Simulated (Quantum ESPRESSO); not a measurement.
Quantum ESPRESSO run on BeSe (F-43m, 2 atoms in the cell): self-consistent single point.

Method: PBE, spin-orbit coupling, PseudoDojo fully relativistic norm-conserving (PBE) pseudopotentials (plane waves; Quantum ESPRESSO).

```
BeSe
1.0
    0.00000     2.59870     2.59870
    2.59870     0.00000     2.59870
    2.59870     2.59870     0.00000
Be Se
1 1
Direct
  0.00000   0.00000   0.00000
  0.25000   0.25000   0.25000
```

Reference input (self-consistent single point, DFT, PBE, plane waves, GBRV 1.5 ultrasoft (PBE) pseudopotentials): ecutwfc = 40 Ry; ecutrho = 200 Ry; occupations = fixed; potentials = {Be: be_pbe_v1.4.uspp.F.UPF, Se: se_pbe_v1.uspp.F.UPF}; K_POINTS = automatic 11 11 11 0 0 0; nbnd = 9; conv_thr = 1e-09 Ry. This run's input differs from it in these lines:

```diff
@@ -12,6 +12,7 @@
     ntyp = 2
-    ecutwfc = 40
-    ecutrho = 200
+    ecutwfc = 90
     occupations = 'fixed'
-    nbnd = 9
+    nbnd = 28
+    noncolin = .true.
+    lspinorb = .true.
 /
@@ -21,4 +22,4 @@
 ATOMIC_SPECIES
-Be     9.0122  be_pbe_v1.4.uspp.F.UPF
-Se    78.9710  se_pbe_v1.uspp.F.UPF
+Be     9.0122  Be.upf
+Se    78.9710  Se.upf
 ATOMIC_POSITIONS bohr
```

The program printed (abridged):

```
     Self-consistent Calculation

     iteration #  1     ecut=    90.00 Ry     beta= 0.70

     Threshold (ethr) on eigenvalues was too large:
     Diagonalizing with lowered threshold

     total energy              =    -270.45362162 Ry
     estimated scf accuracy    <       0.03009504 Ry

     iteration #  2     ecut=    90.00 Ry     beta= 0.70

     total energy              =    -270.45504015 Ry
     estimated scf accuracy    <       0.00126340 Ry

     iteration #  3     ecut=    90.00 Ry     beta= 0.70

     total energy              =    -270.45517270 Ry
     estimated scf accuracy    <       0.00008628 Ry

   [... 2 blocks of this kind left out ...]

     iteration #  6     ecut=    90.00 Ry     beta= 0.70

     total energy              =    -270.45519236 Ry
     estimated scf accuracy    <          4.2E-09 Ry

     iteration #  7     ecut=    90.00 Ry     beta= 0.70
     End of self-consistent calculation

     highest occupied, lowest unoccupied level (ev):     7.2558    9.8617

!    total energy              =    -270.45519236 Ry
     estimated scf accuracy    <          1.0E-10 Ry

     convergence has been achieved in   7 iterations

     Forces acting on atoms (cartesian axes, Ry/au):

     atom    1 type  1   force =     0.00000000    0.00000000    0.00000000
     atom    2 type  2   force =     0.00000000    0.00000000    0.00000000

     Total force =     0.000000     Total SCF correction =     0.000000

          total   stress  (Ry/bohr**3)                   (kbar)     P=       -6.88
  -0.00004680  -0.00000000  -0.00000000           -6.88       -0.00       -0.00
  -0.00000000  -0.00004680   0.00000000           -0.00       -6.88        0.00
  -0.00000000   0.00000000  -0.00004680           -0.00        0.00       -6.88

   JOB DONE.
```

The run converged in 7 iterations. Against the reference run the pressure goes from -0.84 to -0.69 GPa and the gap on the mesh goes from 2.740 to 2.606 eV.

The starting cell comes from a database of computed structures (which also holds hypothetical and non-ambient phases and stackings), without a prior relaxation at this level. Its lattice was rescaled by a random factor within 2.5 % of one.

Cost on one core of a shared machine: roughly 2 min.
